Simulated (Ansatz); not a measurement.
Here is the system:

```xyz
2
Lattice="2.6762 0.0000 0.0000 -1.3381 2.3176 0.0000 0.0000 0.0000 4.2209" Properties=species:S:1:pos:R:3 pbc="T T T"
Ru     0.0000     1.5451     1.0552
Ru     1.3381     0.7725     3.1657
```

Computed with LDA, DFPT electron-phonon coupling, linearised Boltzmann equation (plane waves, PAW, scalar-relativistic; Ansatz, a first-principles code). Condition of this run: functional LDA. Cell: relaxed with this functional, without spin-orbit coupling.

### Question
Estimate the phonon-limited resistivity at 300 K, by direction if it differs.

### Answer
6.4 (x), 6.4 (y), 4.9 (z) μΩ·cm.

### Question
And the electrons' mean free path at that temperature?

### Answer
9.6 (x), 9.6 (y), 9.1 (z) nm, weighted by the current that each state carries. Wires not much wider than this gain resistivity from their walls.

A metal at this level (no band gap). Only scattering by harmonic phonons is included (no impurities, grain boundaries, electron-electron scattering or thermal expansion). Spin-orbit coupling is left out. Halving the electron mesh (36x36x20) moves the resistivity by up to 5 % at 300 K, the mean free path by up to 4 %. Smearing 0.20 eV; phonons on a 6x6x3 q mesh, which this run doesn't test.
